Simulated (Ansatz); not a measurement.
Effective masses and thermopower of SnO2 (P4_2/mnm)

Data:

```yaml
crystal:
  lattice:
    - [4.76909, 0.00000, 0.00000]
    - [0.00000, 4.76909, 0.00000]
    - [0.00000, 0.00000, 3.21208]
  atoms:
    - { symbol: Sn, position: [0.50000, 0.50000, 0.50000] }
    - { symbol: Sn, position: [0.00000, 0.00000, 0.00000] }
    - { symbol: O, position: [0.19372, 0.80628, 0.50000] }
    - { symbol: O, position: [0.80628, 0.19372, 0.50000] }
    - { symbol: O, position: [0.69372, 0.69372, 0.00000] }
    - { symbol: O, position: [0.30628, 0.30628, 0.00000] }
```

Method: r2SCAN, rigid bands (plane waves, PAW, scalar-relativistic; Ansatz, a quantum-chemistry and plane-wave program). Condition of this run: functional r2SCAN on the same cell. How the cell was made: cell and atoms relaxed with PBEsol.

| Item | Result |
|---|---|
| band gap | 1.68 eV |
| electron conductivity mass (300 K, dilute) | 0.23 (x), 0.23 (y), 0.196 (z) mₑ |
| hole conductivity mass (300 K, dilute) | 1.47 (x), 1.47 (y), 1.96 (z) mₑ |
| effective density of states N_c (300 K) | 2.4e18 cm⁻³ |
| effective density of states N_v (300 K) | 4.7e19 cm⁻³ |
| density-of-states mass, electrons | 0.21 mₑ |
| density-of-states mass, holes | 1.53 mₑ |
| Seebeck coefficient, n-type 1e19 cm⁻³, 300 K | -123 μV/K |
| best n-type power factor at 300 K for τ = 10 fs (best axis; densities from 1e16 to 1e21 cm⁻³ tried, whether or not they can be reached) | 2.1 μW/(cm·K²) at 1e19 cm⁻³ |
| Seebeck coefficient, p-type 1e19 cm⁻³, 300 K | 350 μV/K |
| best p-type power factor at 300 K for τ = 10 fs (best axis; densities from 1e16 to 1e21 cm⁻³ tried, whether or not they can be reached) | 5.1 μW/(cm·K²) at 1e20 cm⁻³ |

Rigid bands; masses and Seebeck coefficients take one relaxation time τ for all states and one kind of carrier; polarons and phonon drag are left out. Spin-orbit coupling is left out; where it splits the top of the valence band, N_v and the p-type Seebeck coefficient come out somewhat high without it. Geometry: cell and atoms relaxed with PBEsol.
